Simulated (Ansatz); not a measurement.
Seebeck coefficient (μV/K, mean over directions) of n-type Cd₂SnO₄ (Pbam) against carrier density, PBEsol, rigid bands in Ansatz (a program for electronic structure). Computed gap 0.48 eV; densities at which minority carriers matter at this gap, or further valleys turn the trend, are left out. Conductivity mass 0.149 mₑ (harmonic mean over directions), N_c = 1.4e18 cm⁻³ at 300 K.

```
electron density  300 K  500 K
----------------  -----  -----
3e18 cm⁻³          -163      ?
1e19 cm⁻³             ?   -137
3e19 cm⁻³           -48    -78
1e20 cm⁻³           -25      ?
3e20 cm⁻³           -14    -24
1e21 cm⁻³            -8    -14
```

Fill in the missing entries.


- 3e18 cm⁻³, 500 K: -224
- 1e19 cm⁻³, 300 K: -90
- 1e20 cm⁻³, 500 K: -41

Rigid bands with a gap fixed in temperature, one relaxation time for all states, no polarons or phonon drag, and whether or not such doping can be reached. Spin-orbit coupling is left out.

Formula and space group known from diffraction (Crystallography Open Database), not checked to be the room-temperature form: Cd2SnO4 (Pbam).
